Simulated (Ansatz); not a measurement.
# How far PBE and PBEsol part for hypothetical rutile SnS2, S → Te

Start from SnS₂ in the rutile structure (space group P4_2/mnm, No. 136; a = 6.201 Å, c = 3.807 Å; a hypothetical phase, not in the database extracts checked).

(Cell as relaxed with PBE.)

Levels (all Ansatz, a quantum-chemistry and plane-wave program, PAW, earlier PAW set): PBE (420 eV, no SOC); PBEsol (420 eV, no spin-orbit coupling).

Each level relaxes its own structure.

```csv
base,PBE,PBEsol
volume per atom,24.39 Å³,23.26 Å³
lattice parameter a,6.201 Å,6.071 Å
band gap,zero,zero
```

The change: every S is replaced by Te; the structure is relaxed again.

```tsv
quantity	PBE	PBEsol
lattice parameter a	7.050 Å	6.919 Å
band gap	zero	zero
```

PBE's lattice parameter a lies 0.1316 Å above PBEsol's (1.9 %); the two agree on the band gap. Neither level is exact; PBEsol is the comparison here, not a measurement.

With Te present, leaving out spin-orbit coupling can change the band edges. Stability against distortions was not tested. As relaxed here, SnTe2 is a hypothetical phase, not in the database extracts checked. All final runs are without spin polarisation. The zero or small gap of SnTe2 and SnS2 can change with the level of theory.
